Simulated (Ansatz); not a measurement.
Surface energy of faces of hcp Tl in PBE and in r2SCAN, in Ansatz (plane waves, PAW). Symmetric slabs relaxed with PBE from ideal cuts in 1x1 cells (the lowest computed cut and spin start of each face; real faces may reconstruct in larger cells); r2SCAN values are single points on them, with the bulk at the same level. No spin-orbit coupling, no U.

```json
[
 {"face": "(0001)", "PBE (J/m²)": "0.28", "r2SCAN (J/m²)": "0.35"},
 {"face": "(10-10)", "PBE (J/m²)": "0.25", "r2SCAN (J/m²)": "0.32"},
 {"face": "(10-11)", "PBE (J/m²)": "0.28", "r2SCAN (J/m²)": "?"},
 {"face": "(10-12)", "PBE (J/m²)": "0.30", "r2SCAN (J/m²)": "0.37"},
 {"face": "(10-13)", "PBE (J/m²)": "0.30", "r2SCAN (J/m²)": "0.36"},
 {"face": "(11-20)", "PBE (J/m²)": "0.30", "r2SCAN (J/m²)": "0.38"},
 {"face": "(11-21)", "PBE (J/m²)": "0.30", "r2SCAN (J/m²)": "0.37"},
 {"face": "(11-22)", "PBE (J/m²)": "0.28", "r2SCAN (J/m²)": "0.36"},
 {"face": "(11-23)", "PBE (J/m²)": "0.30", "r2SCAN (J/m²)": "0.38"}
]
```

Question: Fit a straight line y = a·x + b by least squares to the 8 complete rows (x: PBE (J/m²); y: r2SCAN (J/m²)).

Answer: the means are x̄ = 0.2888 and ȳ = 0.3612; Σ(x − x̄)² = 0.0022875 and Σ(x − x̄)(y − ȳ) = 0.0023125, so a = 1.011 and b = ȳ − a·x̄ = 0.069. The largest residual is 0.013.

Question: What does the line predict for the withheld row, (10-11), and what did the calculation give?

Answer: the line gives 0.35; the calculation gave 0.36, a miss of 0.01, of the size of the fitted rows' scatter and rounding.

Ansatz is a program for electronic structure.
